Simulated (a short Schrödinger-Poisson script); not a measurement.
Structure: MOS inversion layer, SiO2 on p-type Si(100), at 400 K.

```
layer  material  thickness (nm)  Na (cm⁻³)
-----  --------  --------------  ---------
1          SiO2             3.5          -
2            Si             300       2e18
```

Constants are typed, rounded textbook-type inputs, not results; the design itself was drawn at random and stands for no fabricated device. SiO2: permittivity 3.9, conduction-band edge (eV) 3.15, gap (eV) 9, electron mass (mₑ) 0.5. Si: permittivity 11.7, conduction-band edge (eV) 0, gap (eV) 1.124, Nv at 300 K (cm⁻³) 3.1e19.

Channel valleys (confinement mass, in-plane density-of-states mass, number): Δ2 0.916, 0.19, 2; Δ4 0.19, 0.417, 4. At the gate the conduction-band edge of layer 1 lies 3.26 eV − eVg above the Fermi level of the channel; the field vanishes at the back. Gaps are held at their typed values at every temperature. Mesh 0.03 nm at interfaces.

Solved with a short Schrödinger-Poisson script written for these runs: 1D Poisson equation in equilibrium, electrons quantum, Hartree (BenDaniel-Duke, 12 states a valley, the channel's in-plane mass for all, wave functions ending at the dielectric), parabolic valleys, classical holes, full ionisation, no traps, pinning or gate leakage.

The same stack at other levels of the model or other numerical settings:

```csv
run,sheet density of all electrons at Vg = 3.15 V (cm⁻²),sheet density of all electrons at Vg = 1.35 V (cm⁻²),capacitance at Vg = 3.15 V (μF/cm²),centroid of the channel electrons at Vg = 3.15 V (nm),rough cost against the base
base,1.12e13,1.60e12,0.891,1.19,about 1
"electrons treated as classical, Boltzmann",[?],2.48e12,0.961,0.30,0.04
"electrons treated as classical, Fermi-Dirac",1.26e13,[?],0.933,[?],0.2
mesh six times as coarse,1.12e13,1.60e12,0.891,1.19,0.3
one subband a valley,1.12e13,1.58e12,0.891,1.17,0.5
```

### Question
Complete the blanks.

### Answer

- electrons treated as classical, Fermi-Dirac, sheet density of all electrons at Vg = 1.35 V (cm⁻²): 2.42e12
- electrons treated as classical, Fermi-Dirac, centroid of the channel electrons at Vg = 3.15 V (nm): 0.45
- electrons treated as classical, Boltzmann, sheet density of all electrons at Vg = 3.15 V (cm⁻²): 1.30e13

The classical rows ignore confinement, and Boltzmann statistics overrate the density once the band edge passes the Fermi level.
